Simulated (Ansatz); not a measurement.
## Nb in the bcc (W type) structure (space group Im-3m, No. 229)

```cif
data_Nb2
_chemical_formula_sum 'Nb2'
_space_group_name_H-M_alt 'Im-3m'
_space_group_IT_number 229
_space_group_name_Hall '-I 4 2 3'
_cell_length_a 3.30269
_cell_length_b 3.30269
_cell_length_c 3.30269
_cell_angle_alpha 90.000
_cell_angle_beta 90.000
_cell_angle_gamma 90.000
loop_
_atom_site_label
_atom_site_type_symbol
_atom_site_symmetry_multiplicity
_atom_site_Wyckoff_symbol
_atom_site_fract_x
_atom_site_fract_y
_atom_site_fract_z
_atom_site_occupancy
Nb1 Nb 2 a 0.00000 0.00000 0.00000 1
```
(The calculation used a cell of 1 atom; values per cell refer to that cell.)

Level of theory: Kohn–Sham DFT with the r2SCAN functional, run in Ansatz (a quantum-chemistry and plane-wave program) with PAW and 500 eV plane waves, scalar-relativistic without spin-orbit coupling. Settings: 20×20×20 k-points, 0.05 eV Fermi–Dirac smearing.

```json
{
 "volume_per_atom": "18.01 Å³",
 "density": "8.56 g/cm³",
 "band_gap": "zero",
 "total_energy": "-4563.629 eV/atom (σ→0; compares only within this code and set-up)"
}
```

Whether these cells are dynamically stable was not tested. The final runs are not spin-polarised.
